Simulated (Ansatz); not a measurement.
# The (100) surface of rock-salt TiC, N on all C sites of the top plane (bottom of the slab: a bare face, its two planes held)

Computed with PBE (plane waves to 420 eV, PAW; Ansatz, an electronic-structure program).

Slab: 12 atoms, 10.8 Å thick at the start with caps and adatoms (thin: gaps and levels are the slab's own); k 12x12x1, smearing 0.1 eV, dipole-corrected; 4 atoms held, the rest relaxed; start symmetry kept, larger cells not searched; no spin, no spin-orbit, no U. In PBE it is, or lies within 0.01 eV a 1x1 cell of, the lowest of the 2 structures of its composition computed so far; subsurface sites and larger cells were not tried.

- work function of the top face = 3.07 eV
- energy released by relaxation = 0.18 eV
- cost = about 2.7 core-minutes (a rough figure)
